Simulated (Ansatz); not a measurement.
A working Ansatz (a quantum-chemistry and plane-wave program) input for CrO2 (P4_2/mnm, 6 atoms in the cell) (DFT, PBE, plane waves, default PAW files):

Ansatz 0.2 input:
```yaml
# CrO2
crystal:
  lattice:
    - [4.311747, 0.000000, 0.000000]
    - [0.000000, 4.311747, 0.000000]
    - [0.000000, 0.000000, 2.849493]
  atoms:
    - { symbol: Cr, position: [0.000000, 0.000000, 0.500000], spin: 3.0 }
    - { symbol: Cr, position: [0.500000, 0.500000, 0.000000], spin: 3.0 }
    - { symbol: O, position: [0.197260, 0.197260, 0.000000] }
    - { symbol: O, position: [0.802740, 0.802740, 0.000000] }
    - { symbol: O, position: [0.302740, 0.697260, 0.500000] }
    - { symbol: O, position: [0.697260, 0.302740, 0.500000] }
basis:
  ecutwfc: 30.9 Ry
kpoints:
  mp_grid:
    grid: [7, 7, 10]
hamiltonian:
  xc: pbe
  pseudopotentials:
    kind: paw
magnetization:
  spin_polarized: true
scf:
  occupations:
    method: methfessel_paxton
    width: 0.0073 Ry
output:
  forces: true
  eigenvalues: true
  stress: true
```

The run converged in 12 iterations: free energy E − TS (on the zero of these files) -9026.4647 eV; Fermi level (on the code's own zero) 12.21 eV; pressure 24.59 GPa; largest force (vector length) 0.138 eV/Å; size of the cell's spin moment 4.00 μB. Each of these slips is then made, one at a time:

(1)
```diff
-  occupations:
-    method: methfessel_paxton
-    width: 0.0073 Ry
```

(2)
```diff
-  atoms:
+ atoms:
```

Problem. How does each altered input end?

Solution. 
(1) No occupation method given. The program stopped before any SCF iteration.
```
Error: YAML parse error: `scf.occupations.method` is required: fixed only where the cell keeps a band gap throughout the run, explicit beside scf.occupations.values (under evaluate: without them), else a smearing such as fermi_dirac (scf.occupations.width is optional; its entry in the input reference gives the default)
```

(2) Broken indentation. The program stopped before any SCF iteration.
```
Error: YAML parse error: error: line 3 column 3: crystal: missing field `atoms` (a structure is typed as `lattice` and `atoms`, a molecule's as `atoms` in Å alone, or read from a run's directory, `checkpoint`)
 --> <input>:3:3
  |
1 | # CrO2
2 | crystal:
3 |   lattice:
  |   ^ crystal: missing field `atoms` (a structure is typed as `lattice` and `a [...]
```

The starting cell comes from a database of computed structures (which also holds hypothetical and non-ambient phases and stackings), without a prior relaxation at this level. Its lattice was rescaled by a random factor within 2.5 % of one. The magnetic order is the one reached from the typed start; others were not searched systematically. In the base run, with a pressure of about 25 GPa the cell is away from its equilibrium volume at this level. Ansatz's pressure includes its estimate of the finite-basis (Pulay) stress.

Left out of this page: 2 runs of the series outside the window shown, repeating another row's setting, or not comparable; 2 runs of the series stopped by limits of time or memory.
